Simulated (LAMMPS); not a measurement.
MD of Al (fcc) at zero pressure, 4000 atoms, as a liquid; each row is its own run.

All values are model results, not measurements: classical MD, pair style eam/fs, file AlFe_mm.eam.fs; code LAMMPS.

```csv
T (K),D(Al) (cm²/s)
510,3.82e-6
840,3.28e-5
930,4.50e-5
1170,8.33e-5
1310,0.000114
```

**Question.** Fit an Arrhenius law, ln y = a + b / x, to these rows (x is the first column, y the second) and predict the run at x = 1030.

**Answer.** Least squares gives a = -6.9681 and b = -2813. The slope times kB gives an activation energy of 0.24 eV. At x = 1030 the fit predicts 6.13e-5 cm²/s. The run itself gave (5.98 ± 0.09) × 10^-5 cm²/s, so the fit is 2.5 % high.

Caution: the potential EAM-type AlFe_mm.eam.fs is made for dilute Fe in Al.

Caution (rows 510; 840): this liquid lies under the melting point of about 930 K that EAM-type AlFe_mm.eam.fs gives, so it is undercooled.

Errors of D are the spread over four groups of atoms in one short run; a floor of about 5 %, a picked value, is safer.
